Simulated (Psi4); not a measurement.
Psi4 1.11, unrestricted TPSS/def2-svp: Si(H)(Me)3 triplet (C[SiH](C)C), charge 0, multiplicity 3, 14 atoms. The geometry is a generated start, not checked to be a minimum at this level.

```yaml
task: energy
method: tpss
basis: def2-svp
memory: 3 GB
maxiter: 100
keys_of_the_molecule_block: symmetry c1
scf_type: df (default)
e_convergence: 1e-06 (default)
d_convergence: 1e-06 (default)
dft_radial_points: 75 (default)
dft_spherical_points: 302 (default)
basis_functions: 110
grid_points: 299751
```

```xyz
14

Si     0.0606     0.2238     0.4637
C     -0.9232     1.3875    -0.6772
C      1.7722    -0.1186    -0.2928
C     -0.8884    -1.4131     0.6701
H      0.2312     0.8607     1.7841
H     -1.0807     0.9475    -1.6584
H     -1.9012     1.6125    -0.2610
H     -0.4043     2.3305    -0.8209
H      2.3639    -0.7681     0.3456
H      1.6943    -0.6004    -1.2646
H      2.3324     0.8014    -0.4312
H     -1.0095    -1.9284    -0.2791
H     -1.8802    -1.2462     1.0797
H     -0.3671    -2.0891     1.3421
```

Charge 0 and multiplicity 3 are set for this test and not shown to be the ground state.

With the defaults (diis_max_vecs = 10, damping_percentage = 0, level_shift = 0, level_shift_cutoff = 0.01, diis = true, scf_initial_accelerator = adiis, guess = auto, which took SAD) it converges in 24 SCF iterations. One run each on 2 threads, with these changes:
- diis_max_vecs = 3
- guess = core
- level_shift = 0.1, level_shift_cutoff = 0.001
- guess = sadno
- guess = huckel
- level_shift = 0.5, level_shift_cutoff = 0.001
- damping_percentage = 60
- damping_percentage = 60, diis = false, scf_initial_accelerator = none
- scf_initial_accelerator = ediis

Question: Which of these changes keep the SCF from converging, or lead it to another solution?

Answer: No convergence: diis_max_vecs = 3; damping_percentage = 60; level_shift = 0.1, level_shift_cutoff = 0.001; level_shift = 0.5, level_shift_cutoff = 0.001; damping_percentage = 60, diis = false, scf_initial_accelerator = none (the run ends without SCF convergence in 100 iterations). The rest reach the solution of the defaults.

| setting | SCF iterations | end |
|---|---|---|
| guess = sadno | 20 | same solution |
| guess = huckel | 22 | same solution |
| scf_initial_accelerator = ediis | 22 | same solution |
| the defaults | 24 | same solution |
| guess = core | 39 | same solution |
| diis_max_vecs = 3 | 100 | no convergence |
| damping_percentage = 60 | 100 | no convergence |
| level_shift = 0.1, level_shift_cutoff = 0.001 | 100 | no convergence |
| level_shift = 0.5, level_shift_cutoff = 0.001 | 100 | no convergence |
| damping_percentage = 60, diis = false, scf_initial_accelerator = none | 100 | no convergence |
